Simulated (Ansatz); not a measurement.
**Ansatz (an electronic-structure program) run on the (111) slab of K2Pd (cut from a parent of space group no. 123; 12 atoms in the cell): self-consistent single point**

Method: PBEsol, default PAW files made with PBE (plane waves; Ansatz).

Input:

Ansatz 0.2 input:
```yaml
# K2Pd
crystal:
  lattice:
    - [8.038519, 0.000000, 0.000000]
    - [4.019259, 5.446994, 0.000000]
    - [0.000000, 0.000000, 22.138094]
  atoms:
    - { symbol: K, position_ang: [6.028889, 0.513848, 6.999999] }
    - { symbol: K, position_ang: [2.009630, 0.513848, 6.999999] }
    - { symbol: Pd, position_ang: [4.019259, 3.237345, 6.999999] }
    - { symbol: K, position_ang: [6.028893, 2.995090, 9.712690] }
    - { symbol: K, position_ang: [10.048152, 2.995090, 9.712690] }
    - { symbol: Pd, position_ang: [8.038523, 0.271593, 9.712690] }
    - { symbol: K, position_ang: [2.009626, 0.029332, 12.425404] }
    - { symbol: K, position_ang: [6.028885, 0.029332, 12.425404] }
    - { symbol: Pd, position_ang: [8.038515, 2.752829, 12.425404] }
    - { symbol: K, position_ang: [2.009630, 2.510574, 15.138095] }
    - { symbol: K, position_ang: [6.028889, 2.510574, 15.138095] }
    - { symbol: Pd, position_ang: [8.038519, 5.234071, 15.138095] }
basis:
  ecutwfc: 30.9 Ry
kpoints:
  mp_grid: { grid: [3, 3, 1] }
hamiltonian:
  xc: pbesol
  pseudopotentials: { kind: paw }
scf:
  occupations: { method: fermi_dirac, width: 0.0073 Ry }
output:
  forces: true
  eigenvalues: true
  stress: true
```

Output (repeated stretches shortened):

```
WARN the atoms were moved onto the symmetric positions of the space group found under crystal.symmetry.tolerance 1.0e-5 (fractional …
WARN ansatz: RAYON_NUM_THREADS=1 ignored (pool sized by the plan → 1); use --threads N
Pseudopotentials: kind: paw
Pseudopotential: K, paw, valence charge 9
Pseudopotential: Pd, paw, valence charge 18
Crystal: 12 atoms, lattice volume = 969.333 Å³
Basis set: ecut = 420.4159175005146 eV, 19009 PW (Γ), exchange–correlation on 108×96×300 points (8 copies of the dense FFT grid, shifted against one another)
Bands: 87, of which v1, the nominal top of the filled ones, is band 72 counted from 1 (71 counted from 0)
Symmetry: 4 space group operations
Space group: C2/m (ITA 12), of the structure as read, at distance tolerance 9.9e-5 Å
k-points: 4 of 9
PAW frozen core: K, regenerated for the run's functional, and the local potential with it
PAW frozen core: Pd, regenerated for the run's functional, and the local potential with it
Initial density: superposition of atomic densities (neutral atoms: chi_scale 0, normalization atom), corrected by the library's trained network
Initial wavefunctions: pseudopotential atomic-orbital guess
Eigensolver: davidson
Functional: x = pbesol(κ = 0.804, μ = 0.12345679012345678), c = pbesol(β = 0.046)
SCF iter   1: F=—  HF=-39750.632514 eV  |F-HF|=—  |Δ(HF+E_count)|=         —  Δρ=2.30e-3  dr2=5.23e-2  ethr=1.77e-3  ⟨swp⟩=12.8  Hψ=1778  notcnv=0
all-band conjugate gradients solve this SCF's bands
preconditioner: auto → LDOS
SCF iter   2: F=—  HF=-39750.645200 eV  |F-HF|=—  |Δ(HF+E_count)|=   1.27e-2  Δρ=2.52e-3  dr2=7.59e-2  ethr=3.63e-5  ⟨swp⟩=2.2  Hψ=753  notcnv=0
SCF iter   3: F=—  HF=-39750.637107 eV  |F-HF|=—  |Δ(HF+E_count)|=   8.09e-3  Δρ=1.01e-3  dr2=1.22e-2  ethr=3.63e-5  ⟨swp⟩=2.0  Hψ=696  notcnv=0
SCF iter   4: F=—  HF=-39750.635951 eV  |F-HF|=—  |Δ(HF+E_count)|=   1.16e-3  Δρ=3.10e-4  dr2=1.80e-3  ethr=8.45e-6  ⟨swp⟩=2.0  Hψ=442  notcnv=0
SCF iter   5: F=—  HF=-39750.635879 eV  |F-HF|=—  |Δ(HF+E_count)|=   7.17e-5  Δρ=2.13e-4  dr2=5.82e-4  ethr=1.25e-6  ⟨swp⟩=3.0  Hψ=685  notcnv=0
SCF iter   6: F=—  HF=-39750.635794 eV  |F-HF|=—  |Δ(HF+E_count)|=   8.52e-5  Δρ=4.27e-5  dr2=3.98e-5  ethr=4.04e-7  ⟨swp⟩=2.0  Hψ=442  notcnv=0
SCF iter   7: F=—  HF=-39750.635591 eV  |F-HF|=—  |Δ(HF+E_count)|=   2.03e-4  Δρ=1.65e-5  dr2=5.47e-6  ethr=2.76e-8  ⟨swp⟩=2.0  Hψ=447  notcnv=0
SCF iter   8: F=—  HF=-39750.635592 eV  |F-HF|=—  |Δ(HF+E_count)|=   7.04e-7  Δρ=5.51e-6  dr2=4.88e-7  ethr=3.80e-9  ⟨swp⟩=2.0  Hψ=447  notcnv=0
SCF iter   9: F=-39750.635592 eV  HF=-39750.635592 eV  |F-HF|=1.95e-8  |Δ(HF+E_count)|=   2.98e-7  Δρ=1.71e-6  dr2=6.27e-8  ethr=6.94e-11  ⟨swp⟩=10.5  Hψ=1429  notcnv=0
SCF 1 converged in 9 iterations: F = -39750.635592 eV  dr2 = 6.27e-8
SCF converged after 9 iterations
Free energy (F): -39750.635592 eV
Harris-Foulkes:  -39750.635592 eV  (|F-HF|=1.95e-8)
Internal energy: -39750.390207 eV  (E = F + TS)
E sigma→0 (E₀):  -39750.512899 eV
Entropy (-TS):   -0.245385 eV (-20.449 meV/atom)
Fermi energy:    0.988977 eV
--- Per-component energies (eV) ---
  E_band       = -2951.944377
  E_kinetic    = 4095.063362
  E_local      = -63139.269565  (includes V_loc(G=0)·N_el)
  E_nonlocal   = 995.092720
  E_hartree    = 29402.926309
  E_xc         = -1726.277596
  E_vxc        = -2137.330701  (∫ρ·V_xc dr)
  E_paw        = -20843.848866  (= ΣΔE_a)
  E_vpaw       = -1571.350976  (= ΣTr[D̂ρ^β])
  E_aug_tail   = 0.000782  (compensation charges beyond the density's cutoff)
  E_ewald      = 11463.849469
  E_core_change = 2.073178  (= ΣΔE_core)
  E_smearing   = -0.245385  (= −TS)
  E_closure    = 0.000000  (closes the sum)
  Σ components = -39750.635592   (vs F -39750.635592, Δ=0.00e0)
--- Forces (eV/Å), atoms counted from 1 ---
  atom   1  K      0.11100609    -0.06270715    -0.09733180
  atom   2  K     -0.11100608    -0.06270716    -0.09733180
  atom   3  Pd    -0.00000001     0.11209297     0.50943070
  atom   4  K     -0.04377870    -0.00220087    -0.00369638
  atom   5  K      0.04377870    -0.00220087    -0.00369638
  atom   6  Pd    -0.00000000     0.06567196    -0.01004400
  atom   7  K      0.04377870     0.00220087     0.00369638
  atom   8  K     -0.04377870     0.00220087     0.00369638
  atom   9  Pd     0.00000000    -0.06567196     0.01004400
  atom  10  K     -0.11100609     0.06270715     0.09733180
  atom  11  K      0.11100608     0.06270716     0.09733180
  atom  12  Pd     0.00000001    -0.11209297    -0.50943070
  max |Σ_I F_I| component: 2.78e-17 eV/Å
--- Stress (GPa, compression-positive) ---
       -0.425940       0.000000       0.000000
        0.000000      -0.847927      -0.009580
        0.000000      -0.009580      -0.415717
  P = ⅓ Tr σ = -0.5632 GPa (-5.632 kbar)
  The stress holds the Pulay correction. Without it, at fixed plane waves, as pw.x and ABINIT print it: P = -0.5657 GPa
--- Band table (eV) ---
  k-point 0: bands = ["-81.8802", "-81.8801", "-81.5534", "-81.5534", "-47.6817", "-47.6791", "-47.6691", "-47.6687", "-47.6674", "-47.6672", "-47.3827", "-47.3827", "-47.3551", "-47.3551", "-47.3225", "-47.3225", "-30.4471", "-30.4471", "-30.4363", [...]
  k-point 1: bands = ["-81.8802", "-81.8801", "-81.5534", "-81.5534", "-47.6817", "-47.6791", "-47.6691", "-47.6687", "-47.6674", "-47.6672", "-47.3827", "-47.3827", "-47.3551", "-47.3551", "-47.3225", "-47.3225", "-30.4468", "-30.4468", "-30.4365", [...]
  k-point 2: bands = ["-81.8802", "-81.8801", "-81.5534", "-81.5534", "-47.6817", "-47.6791", "-47.6691", "-47.6687", "-47.6674", "-47.6672", "-47.3827", "-47.3827", "-47.3551", "-47.3551", "-47.3225", "-47.3225", "-30.4444", "-30.4444", "-30.4390", [...]
  k-point 3: bands = ["-81.8802", "-81.8801", "-81.5534", "-81.5534", "-47.6817", "-47.6791", "-47.6691", "-47.6687", "-47.6674", "-47.6672", "-47.3827", "-47.3827", "-47.3551", "-47.3551", "-47.3225", "-47.3225", "-30.4441", "-30.4441", "-30.4392", [...]
```

The run converged in 9 iterations.

The starting cell comes from a database of computed structures (which also holds hypothetical and non-ambient phases and stackings), without a prior relaxation at this level. The slab is cut from that crystal, and its faces are unrelaxed. Its lattice was rescaled by up to half a per cent. Spin polarisation is off.
